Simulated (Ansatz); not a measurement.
Start from SnTe in the rock salt structure (space group Fm-3m, No. 225; a = 6.3702 Å). Axes: x, y, z lie along the cube axes.

Structures relaxed with Ansatz (a quantum-chemistry and plane-wave program) r2SCAN, no spin-orbit coupling.

Base:

Simulated powder pattern, Cu Kα1, λ = 1.54056 Å (kinematic, ideal powder, no thermal factors, no anomalous dispersion; the 14 strongest lines at most, above 2 %, up to 2θ = 90°):

```csv
2θ (°),I/Imax (%),hkl
27.99,100,(200)
40.00,76,(220)
49.53,27,(222)
57.85,13,(400)
65.47,35,(420)
72.65,25,(422)
86.32,8.2,(440)
```

The change: the symmetric strain tensor [0.0020 0.0195 0.0115; 0.0195 -0.0019 -0.0079; 0.0115 -0.0079 0.0067], atoms relaxed at fixed cell.

After the change:

Simulated powder pattern, Cu Kα1, λ = 1.54056 Å (kinematic, ideal powder, no thermal factors, no anomalous dispersion; the 14 strongest lines at most, above 2 %, up to 2θ = 90°):

```
2θ (°)  d (Å)  I/Imax (%)       hkl
------  -----  ----------  --------
27.81   3.205         100     (002)
27.96   3.189          99     (200)
28.06   3.177          98     (020)
39.20   2.296          40     (220)
39.36   2.288          39     (202)
39.58   2.275          39  (0 2 -2)
40.26   2.238          37     (022)
40.32   2.235          37  (2 0 -2)
40.84   2.208          35  (2 -2 0)
48.62   1.871          21     (222)
48.86   1.862          21  (2 2 -2)
49.44   1.842          20  (2 -2 2)
50.82   1.795          19  (-2 2 2)
57.45   1.603          13     (004)
```

The indices refer to the base's conventional cell; one index is shown for lines that coincide. The space group is now P-1 (No. 2).

Stability against distortions was not tested. All final runs are without spin polarisation.
